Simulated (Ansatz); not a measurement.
The parent structure is Zr in the hcp (Mg type) structure (space group P6_3/mmc, No. 194; relaxed with 0.1 eV smearing).

```yaml
crystal:
  lattice:
    - [3.18249, 0.00000, 0.00000]
    - [-1.59125, 2.75612, 0.00000]
    - [0.00000, 0.00000, 5.12352]
  atoms:
    - { symbol: Zr, position: [0.66667, 0.33333, 0.75000] }
    - { symbol: Zr, position: [0.33333, 0.66667, 0.25000] }
```

Cartesian axes are those of the cell as printed.

Method: DFT with PBEsol, PAW potentials and a 420 eV plane-wave cutoff in Ansatz (a program for electronic structure), no spin-orbit coupling.

Before the change:

```
Item                             Result
-----------------------------  --------
Shortest interatomic distance  315.3 pm
```

Now apply this change: tensor shear ε_xz = +0.86 % (engineering shear γ = 0.0172), atoms relaxed at fixed cell.

What does the calculation give for the stress, energy relative to the base and shortest interatomic distance after the change?

The stress (xx, yy, zz, yz, xz, xy; compression positive) comes out as (0.0, 0.0, 0.0, 0.0, -0.4, 0.0) GPa; the energy increases by 0.5 meV/atom; the shortest interatomic distance drops by 2.22 pm to 313.0 pm.

The cells carry an imposed strain or load. Whether these cells are dynamically stable was not tested. The final runs are not spin-polarised.
